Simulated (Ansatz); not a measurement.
By PBEsol, the system below comes out a metal.

The ballistic (Sharvin) conductance counts the channels at the Fermi level: G/A = (e²/h) × channels of both spins per area.

Input:

```xyz
2
Lattice="2.7461 0.0000 0.0000 -1.3731 2.3782 0.0000 0.0000 0.0000 4.4561" Properties=species:S:1:pos:R:3 pbc="T T T"
Os     0.0000     1.5855     1.1140
Os     1.3731     0.7927     3.3421
```

Space group of this cell: P6_3/mmc, hcp (Mg type). The cell is strained (lengths along the current scaled by 1.03, ions clamped); by PBEsol its mean pressure is -18.1 GPa.

The current flows along the normal of the first two printed cell vectors, the (001) (indices of the unstrained crystal) plane of the conventional cell. No spin-orbit coupling; the value is a mean over 0.1 eV about the Fermi level.

Question: Give the ballistic conductance per area that PBEsol run with Ansatz (a first-principles code) yields.

Answer: 1.4 × 10¹⁵ S/m² for both spins.
